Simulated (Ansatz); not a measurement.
## Pressure series in Si3N4

Start from Si3N4 (space group P6_3/m, No. 176; a = 7.6635 Å, c = 2.9265 Å).

Cell and atoms are relaxed at each pressure.

Level of theory: PBE, PAW, 420 eV (Ansatz, a first-principles code; no spin-orbit coupling).

```csv
variant,band gap,volume per atom
base,4.25 eV,10.63 Å³
pressure −2 GPa,4.22 eV,10.73 Å³
pressure −1 GPa,…,10.68 Å³
pressure 0.3 GPa,4.26 eV,10.62 Å³
pressure 0.7 GPa,4.26 eV,10.60 Å³
pressure 1.5 GPa,4.28 eV,10.56 Å³
pressure 3 GPa,4.30 eV,10.50 Å³
pressure 5 GPa,4.32 eV,…
pressure 7.5 GPa,4.36 eV,10.31 Å³
pressure 10 GPa,4.39 eV,10.22 Å³
```

Problem. Some entries are withheld; estimate them.

Solution. 
- pressure −1 GPa, band gap: 4.24 eV
- pressure 5 GPa, volume per atom: 10.42 Å³

Load acts through the strain it causes; cell and atoms are relaxed under it. Whether these cells are dynamically stable was not tested. Competing high-pressure phases were not computed.
